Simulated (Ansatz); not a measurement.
Ta₂O₅ (I4/mmm, No. 139, 7 atoms in the cell; start mp-1218001), treated with PBEsol (Ansatz, an electronic-structure program, plane waves, PAW).

Run with plane-wave cutoff 520 eV, 10×10×10 k mesh, Fermi–Dirac smearing 0.01 eV, scalar-relativistic PAW data made under PBE.

Cell (relaxed with PBEsol):

Space group I4/mmm (No. 139); a = b = 5.2408 Å, c = 9.5830 Å, α = β = γ = 90.00°

```csv
atom,site,symmetry,x,y,z
Ta,4e,4mm,0.0000,0.0000,0.1966
O,2a,4/mmm,0.0000,0.0000,0.0000
O,8f,..2/m,0.2500,0.2500,0.2500
```
(The calculation used a cell of 7 atoms; values per cell refer to that cell.)

Q: Predict the band gap.

A: 
- band gap = 1.64 eV

Spin–orbit coupling is not included.

Computed values are for the static lattice.

A start named mp-… is a Materials Project structure, which need not be a measured phase.
